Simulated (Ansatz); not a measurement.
Consider GaN in the wurtzite structure (space group P6_3mc, No. 186).

```
GaN
1.0
    3.15179     0.00000     0.00000
   -1.57589     2.72953     0.00000
    0.00000     0.00000     5.13834
Ga N
2 2
Cartesian
  0.00000   1.81969   0.00152
  1.57589   0.90984   2.57069
  0.00000   1.81969   1.93564
  1.57589   0.90984   4.50481
```

Cartesian axes are those of the cell as printed.

All numbers come from DFT with LDA, PAW potentials and a 420 eV plane-wave cutoff in Ansatz (a program for electronic structure), no spin-orbit coupling.

Strains are applied to the cell and any free atomic positions relax.

One change was made to it. Results:

The energy goes up by 0.5 meV/atom; the gap character remains direct at Γ; the valence-band top at Γ (three highest levels, from the VBM) goes from 0.00, 0.00, -0.05 eV to 0.00, -0.04, -0.09 eV.

Which of these changes matches the shifts?
A) uniaxial strain ε_xx = −3.00 %
B) uniaxial strain ε_xx = −2.40 %
C) uniaxial strain ε_xx = −1.80 %
D) uniaxial strain ε_xx = −0.60 %

D, uniaxial strain ε_xx = −0.60 %. For comparison, the energy relative to the base in the other runs: uniaxial strain ε_xx = −3.00 % gives +12 meV/atom; uniaxial strain ε_xx = −2.40 % gives +7.5 meV/atom; uniaxial strain ε_xx = −1.80 % gives +4.2 meV/atom.

Stability against distortions was not tested. k-point labels follow each cell's own Brillouin zone.
